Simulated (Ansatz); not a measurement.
```yaml
crystal:
  lattice:
    - [24.00000, 0.00000, 0.00000]
    - [0.00000, 23.50000, 0.00000]
    - [0.00000, 0.00000, 6.85705]
  atoms:
    - { symbol: In, position: [0.25724, 0.46462, 0.03391] }
    - { symbol: P, position: [0.22863, 0.44303, 0.37786] }
    - { symbol: In, position: [0.25724, 0.53538, 0.53391] }
    - { symbol: P, position: [0.22863, 0.55697, 0.87786] }
    - { symbol: In, position: [0.34862, 0.30298, 0.03391] }
    - { symbol: P, position: [0.31600, 0.28848, 0.37786] }
    - { symbol: In, position: [0.32049, 0.39415, 0.47835] }
    - { symbol: P, position: [0.32446, 0.39650, 0.86105] }
    - { symbol: In, position: [0.32049, 0.60585, 0.97835] }
    - { symbol: P, position: [0.32446, 0.60350, 0.36105] }
    - { symbol: In, position: [0.34862, 0.69702, 0.53391] }
    - { symbol: P, position: [0.31600, 0.71152, 0.87786] }
    - { symbol: In, position: [0.40862, 0.26760, 0.53391] }
    - { symbol: P, position: [0.41263, 0.23150, 0.87786] }
    - { symbol: In, position: [0.41398, 0.44928, 0.98132] }
    - { symbol: P, position: [0.41068, 0.44733, 0.35973] }
    - { symbol: In, position: [0.41398, 0.55072, 0.48132] }
    - { symbol: P, position: [0.41068, 0.55267, 0.85973] }
    - { symbol: In, position: [0.40862, 0.73240, 0.03391] }
    - { symbol: P, position: [0.41263, 0.76850, 0.37786] }
    - { symbol: In, position: [0.50000, 0.28831, 0.97835] }
    - { symbol: P, position: [0.50000, 0.29299, 0.36105] }
    - { symbol: In, position: [0.50000, 0.39856, 0.48132] }
    - { symbol: P, position: [0.50000, 0.39466, 0.85973] }
    - { symbol: In, position: [0.50000, 0.60144, 0.98132] }
    - { symbol: P, position: [0.50000, 0.60534, 0.35973] }
    - { symbol: In, position: [0.50000, 0.71169, 0.47835] }
    - { symbol: P, position: [0.50000, 0.70701, 0.86105] }
    - { symbol: In, position: [0.59138, 0.26760, 0.53391] }
    - { symbol: P, position: [0.58737, 0.23150, 0.87786] }
    - { symbol: In, position: [0.58602, 0.44928, 0.98132] }
    - { symbol: P, position: [0.58932, 0.44733, 0.35973] }
    - { symbol: In, position: [0.58602, 0.55072, 0.48132] }
    - { symbol: P, position: [0.58932, 0.55267, 0.85973] }
    - { symbol: In, position: [0.59138, 0.73240, 0.03391] }
    - { symbol: P, position: [0.58737, 0.76850, 0.37786] }
    - { symbol: In, position: [0.65138, 0.30298, 0.03391] }
    - { symbol: P, position: [0.68400, 0.28848, 0.37786] }
    - { symbol: In, position: [0.67951, 0.39415, 0.47835] }
    - { symbol: P, position: [0.67554, 0.39650, 0.86105] }
    - { symbol: In, position: [0.67951, 0.60585, 0.97835] }
    - { symbol: P, position: [0.67554, 0.60350, 0.36105] }
    - { symbol: In, position: [0.65138, 0.69702, 0.53391] }
    - { symbol: P, position: [0.68400, 0.71152, 0.87786] }
    - { symbol: In, position: [0.74276, 0.46462, 0.03391] }
    - { symbol: P, position: [0.77137, 0.44303, 0.37786] }
    - { symbol: In, position: [0.74276, 0.53538, 0.53391] }
    - { symbol: P, position: [0.77137, 0.55697, 0.87786] }
```

Levels: PBE (plane waves to 420 eV, PAW; Ansatz, a program for electronic structure); PBE with spin-orbit coupling run with Ansatz. Unmarked values and the geometry are of the first. Mesh 1×1×6. No spin polarisation, so a magnetic state wasn't tested. Periodic along z alone, with about 11 Å of vacuum beside it. A model structure. It keeps the symmetry and period of its start, so it need not be a minimum against all distortions. Values not marked SOC lack spin–orbit coupling.

Question: Say what this body is, and give its properties.

Answer: Bare wurtzite InP nanowire along [0001], 48 atoms a period. An idealised model, cut from the bulk lattice.
largest distance between nuclei across the axis: 13.30 Å
energy over the bulk wurtzite InP: +203 meV/atom
PBE gap: 1.46 eV, direct at Γ
electron mass along the axis (PBE): 0.17 mₑ
hole mass along the axis (PBE): 0.19 mₑ
valence and conduction edges under the vacuum level (PBE): 5.34 and 3.88 eV
PBE+SOC gap at this geometry: 1.46 eV
